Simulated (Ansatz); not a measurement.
```
O2Si
1.0
    4.15492     0.00000     0.00000
    0.00000     4.15492     0.00000
    0.00000     0.00000     2.66142
Si O
2 4
Direct
  0.00000   0.00000   0.00000
  0.50000   0.50000   0.50000
  0.30558   0.30558   0.00000
  0.80558   0.19442   0.50000
  0.19442   0.80558   0.50000
  0.69442   0.69442   0.00000
```

Another polymorph of this substance is known too; which is more stable was not tested here. 

Task: List the harmonic phonon frequencies (cm⁻¹; finite displacements on a 4×4×6 mesh, DFT at the LDA level (Ansatz, a first-principles code), k mesh 8×8×12) at q = (0.250, -0.500, -0.500), (0.250, 0.250, 0.000), (0.000, 0.250, -0.500), in fractions of this cell's reciprocal vectors. At Γ leave out the LO-TO shift.

Result: 
- (0.250, -0.500, -0.500): 327, 327, 403, 403, 434, 434, 454, 454, 580, 580, 694, 694, 750, 750, 796, 796, 895, 895
- (0.250, 0.250, 0.000): 151, 203, 313, 319, 340, 446, 457, 534, 589, 592, 597, 607, 682, 733, 796, 846, 947, 997
- (0.000, 0.250, -0.500): 375, 375, 393, 393, 432, 432, 457, 457, 599, 599, 683, 683, 737, 737, 844, 844, 875, 875

The PAW data sets were generated under PBE and serve the other functionals too.
